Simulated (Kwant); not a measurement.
Device: GaAs/Al0.3Ga0.7As stack with 1 barrier. One parabolic valley. Leads of mass 0.067 mₑ with the band edge at 0; grid 0.1 nm; bias 0 V, dropping linearly over the stack.

```json
[
 {"layer": "1", "thickness (nm)": "6.4", "band offset (eV)": "0.24", "mass (mₑ)": "0.092"}
]
```

The device is made up for the run: typed textbook-type constants, with dimensions and the other settings drawn at random.

Model: one-band effective-mass tight-binding model in one dimension, coherent, no space charge (Kwant).

Sweep values stay those of the base run.

Base results: transmission at E = 0.1783 eV 0.018; transmission at E = 0.2692 eV 0.27; transmission at E = 0.3600 eV 0.95; mean transmission over the sweep 0.22.

Q: What follows from this one change: thickness of the first barrier 6.4 → 5.1 nm?

A: transmission at E = 0.1783 eV 0.018 → 0.050; transmission at E = 0.2692 eV little changed (0.28); transmission at E = 0.3600 eV 0.95 → 0.92; mean transmission over the sweep 0.22 → 0.20.

Q: What follows from this one change: mass in the first barrier 0.092 → 0.055 mₑ?

A: transmission at E = 0.1783 eV 0.018 → 0.071; transmission at E = 0.2692 eV 0.27 → 0.43; transmission at E = 0.3600 eV little changed (0.96); mean transmission over the sweep 0.22 → 0.25.

Q: What follows from this one change: height of the first barrier 0.24 → 0.29 eV?

A: transmission at E = 0.1783 eV 0.018 → 0.0045; transmission at E = 0.2692 eV 0.27 → 0.049; transmission at E = 0.3600 eV 0.95 → 0.76; mean transmission over the sweep 0.22 → 0.079.
